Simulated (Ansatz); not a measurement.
Worked example: self-consistent single point of NbH (I4mm, 2 atoms in the cell) in Ansatz (a program for electronic structure).

Computed with PBEsol, default PAW files made with PBE (plane waves; Ansatz).

```yaml
crystal:
  lattice:
    - [-1.59893, 1.59893, 1.97438]
    - [1.59893, -1.59893, 1.97438]
    - [1.59893, 1.59893, -1.97438]
  atoms:
    - { symbol: Nb, position: [0.01266, 0.01266, 0.00000] }
    - { symbol: H, position: [0.50000, 0.50000, 0.00000] }
```

Reference input (self-consistent single point, DFT, PBEsol, plane waves, default PAW files made with PBE): basis.ecutwfc = 30.9 Ry; kpoints.mp_grid.grid = 14 14 14; hamiltonian.xc = pbesol; hamiltonian.pseudopotentials = {kind: paw} (the program's default PAW files); scf.occupations.method = fermi_dirac; scf.occupations.width = 0.0073 Ry. This run's input differs from it in these lines:

Ansatz 0.2 input:
```diff
@@ -10,3 +10,3 @@
 basis:
-  ecutwfc: 30.9 Ry
+  ecutwfc: 74.2 Ry
 kpoints:
```

The program printed (abridged):

```
SCF iter   1: F=—  HF=-4511.490729 eV  |F-HF|=—  |Δ(HF+E_count)|=         —  Δρ=7.01e-3  dr2=5.52e-3  ethr=1.77e-3  ⟨swp⟩=5.0  Hψ=15282  notcnv=0
all-band conjugate gradients solve this SCF's bands
preconditioner: auto → none
SCF iter   2: F=—  HF=-4511.490150 eV  |F-HF|=—  |Δ(HF+E_count)|=   5.80e-4  Δρ=4.02e-3  dr2=1.93e-3  ethr=3.94e-5  ⟨swp⟩=1.5  Hψ=4915  notcnv=0
SCF iter   3: F=—  HF=-4511.489700 eV  |F-HF|=—  |Δ(HF+E_count)|=   4.50e-4  Δρ=4.91e-4  dr2=3.45e-5  ethr=1.38e-5  ⟨swp⟩=2.0  Hψ=2915  notcnv=0
SCF iter   4: F=—  HF=-4511.489690 eV  |F-HF|=—  |Δ(HF+E_count)|=   9.81e-6  Δρ=1.28e-4  dr2=1.98e-6  ethr=2.46e-7  ⟨swp⟩=2.0  Hψ=4235  notcnv=0
iter 5 did not close the SCF: its close was put off for the readings that it lacked (scf_convergence_deferred on its scf_iter line)
SCF iter   5: F=-4511.489690 eV  HF=-4511.489690 eV  |F-HF|=2.51e-9  |Δ(HF+E_count)|=   3.13e-8  Δρ=3.35e-5  dr2=8.32e-8  ethr=1.41e-8  ⟨swp⟩=2.2  Hψ=3344  notcnv=0
SCF iter   6: F=-4511.489690 eV  HF=-4511.489690 eV  |F-HF|=6.04e-9  |Δ(HF+E_count)|=   1.38e-8  Δρ=9.34e-6  dr2=8.78e-9  ethr=5.94e-10  ⟨swp⟩=2.2  Hψ=9188  notcnv=0
SCF 1 converged in 6 iterations: F = -4511.489690 eV  dr2 = 8.78e-9
Free energy (F): -4511.489690 eV
Internal energy: -4511.453869 eV  (E = F + TS)
E sigma→0 (E₀):  -4511.471780 eV
Entropy (-TS):   -0.035821 eV (-17.910 meV/atom)
Fermi energy:    17.083759 eV
--- Forces (eV/Å), atoms counted from 1 ---
  atom   1  Nb    -0.00000000    -0.00000000    -0.46147080
  atom   2  H      0.00000000     0.00000000     0.46148202
--- Stress (GPa, compression-positive) ---
       -4.980265      -0.000000       0.000000
       -0.000000      -4.980265      -0.000000
        0.000000      -0.000000      -4.110806
  P = ⅓ Tr σ = -4.6904 GPa (-46.904 kbar)
  The stress holds the Pulay correction. Without it, at fixed plane waves, as pw.x and ABINIT print it: P = -4.6908 GPa
```

The run converged in 6 iterations. Against the reference run the free energy drops by 1.2 meV/atom, the pressure hardly changes (-4.67 to -4.69 GPa) and the largest force hardly changes (0.462 to 0.461 eV/Å). The full log also holds: “iter 5 did not close the SCF: its close was put off for the readings that it lacked (scf_convergence_deferred on its scf_iter line)”.

The starting cell comes from a database of computed structures (which also holds hypothetical and non-ambient phases and stackings), without a prior relaxation at this level. Its lattice was rescaled by up to half a per cent. One atom was moved a little off its site on purpose. Spin polarisation is off. Ansatz's pressure includes its estimate of the finite-basis (Pulay) stress.
